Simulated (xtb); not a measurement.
xtb 6.7.1, GFN2-xTB: CCO[Si](C)([O])OCC, charge 0, multiplicity 2, 22 atoms. The geometry is a generated start, not checked to be a minimum at this level.

| Property | Value |
|---|---|
| method | GFN2-xTB |
| --acc | 1 (default) |
| --etemp (K) | 300 (default) |
| detailed input (--input) | none: ANC optimiser, Lindh (1995) Hessian, microcycle=20, maxdispl=1.0, hlow=0.01 (default) |
| basis functions | 55 |
| valence electrons | 55 |

```xyz
22

C      2.7352     0.2698     0.9757
C      1.7868     1.0743     0.0959
O      0.5129     0.4949     0.0745
Si    -0.2018    -0.2792    -1.1779
C      0.5481    -2.1609    -0.9682
O      0.1284    -0.0018    -2.6441
O     -1.7126    -0.5982    -0.6771
C     -2.3897    -0.1716     0.4727
C     -2.6994     1.3173     0.4235
H      3.6899     0.7841     1.0568
H      2.3080     0.1553     1.9708
H      2.9032    -0.7186     0.5515
H      2.1792     1.1592    -0.9225
H      1.6681     2.0864     0.5056
H      1.5526    -2.1216    -1.3549
H      0.5031    -2.3960     0.0828
H     -0.0969    -2.7775    -1.5693
H     -3.3146    -0.7614     0.5176
H     -1.7896    -0.3922     1.3650
H     -3.2820     1.5453    -0.4661
H     -3.2597     1.6126     1.3072
H     -1.7694     1.8800     0.3803
```

Charge 0 and multiplicity 2 are set for this test and not shown to be the ground state. GFN-xTB has no spin term: --uhf 1 sets the occupations alone.

The structure is relaxed from this start with --opt LEVEL for the levels crude, sloppy, loose, lax, normal, tight, vtight, extreme, once each. Up to the end of the extreme run atoms move by at most 1.3 Å along an axis.

### Question
Choose the cheapest level whose final energy lies within 1 meV of that of extreme.

### Answer
tight: 61 cycles against 68, ending 0.082 meV above.

| level | cycles | energy above the extreme run (meV) | gradient norm (eV/Å) |
|---|---|---|---|
| crude | 1 | 28 | 0.17 |
| sloppy | 1 | 28 | 0.17 |
| loose | 1 | 28 | 0.17 |
| lax | 7 | 24 | 0.063 |
| normal | 50 | 1.3 | 0.018 |
| tight | 61 | 0.082 | 0.010 |
| vtight | 68 | under 0.01 | 0.0019 |
| extreme | 68 | — | 0.0019 |
